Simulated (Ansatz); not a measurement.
Start from CdSe in the zinc blende structure (space group F-43m, No. 216; a = 6.0075 Å). Axes: x, y, z lie along the cube axes.

Method: DFT with LDA, PAW potentials and a 420 eV plane-wave cutoff in Ansatz (a quantum-chemistry and plane-wave program), no SOC.

Now apply this change: uniaxial strain ε_zz = −2.00 %, all other strain components held at zero; the atoms relax in the strained cell.

Problem. Predict the stress tensor and what it implies for the stiffness.

Solution. Stress of the strained cell less that of the base (GPa, compression positive):
```
   1.10    0.00    0.00
   0.00    1.10    0.00
   0.00    0.00    1.44
```

Then −Δσ_ii/ε with ε = -0.0200 gives secant stiffness values (nonlinear terms included at this strain): C33 ≈ 72 GPa, C13 ≈ 55 GPa and C23 ≈ 55 GPa.

No phonon test of stability was made.
